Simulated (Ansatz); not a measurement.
Take GaN in the CsCl type structure (space group Pm-3m, No. 221; a = 2.7031 Å; a hypothetical phase, not in the database extracts checked; relaxed with 0.1 eV smearing) as the base.

Method: PBEsol (Ansatz, a first-principles code, PAW, scalar-relativistic without spin-orbit coupling).

Before the change:

* **Pressure**: 0.0 GPa

One thing is altered: an isotropic linear strain of +0.56 %, atoms relaxed at fixed cell.

Q: What does the calculation give for the pressure and energy relative to the base after the change?

A: The pressure goes from zero to -2.7 GPa; the energy goes up by 1.4 meV/atom.

Whether these cells are dynamically stable was not tested. The final runs are not spin-polarised.
